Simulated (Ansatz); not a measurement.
We consider As (Cmce, No. 64), described by r²SCAN in Ansatz (PAW).

Settings: plane-wave cutoff 560 eV, 16×16×12 k mesh (along the axes of the cell as run), Fermi–Dirac smearing 0.05 eV, scalar-relativistic PAW data made under PBE.

Computed at the level's own relaxed cell.

Problem. Estimate the band gap and direct gap at Γ that the calculation returns.

Solution. 
- band gap = 0.19 eV (direct)
- direct gap at Γ = 2.62 eV

Note: for a layered or molecular solid the relaxed cell lies over 5 % above the published volume, where the minimum can be shallow; the cell comes from a level without a dispersion term, which matters for the spacing of layers, chains or molecules; the volume lies 10 % above that of the published cell.

Spin–orbit coupling is not included.

The computed numbers hold no vibrational or temperature effects.

Ansatz is a program for electronic structure.
